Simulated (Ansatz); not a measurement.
Base system: MgO in the rock salt structure (space group Fm-3m, No. 225; a = 4.254 Å).

Modification: a negative pressure, −1 GPa.

Levels (all Ansatz, a first-principles code, PAW): PBE (420 eV, without spin-orbit coupling); HSE06 (420 eV, spin-orbit coupling left out).

The geometry is relaxed with PBE.

```
Item           Result
------------  -------
PBE band gap  4.40 eV
```

Q: Predict the band gap from HSE06.

A: The band gap goes up by 1.705 eV (4.40 eV → 6.10 eV).

Single points use the geometry relaxed with PBE. Load acts through the strain it causes; cell and atoms are relaxed under it. Stability against distortions was not tested.
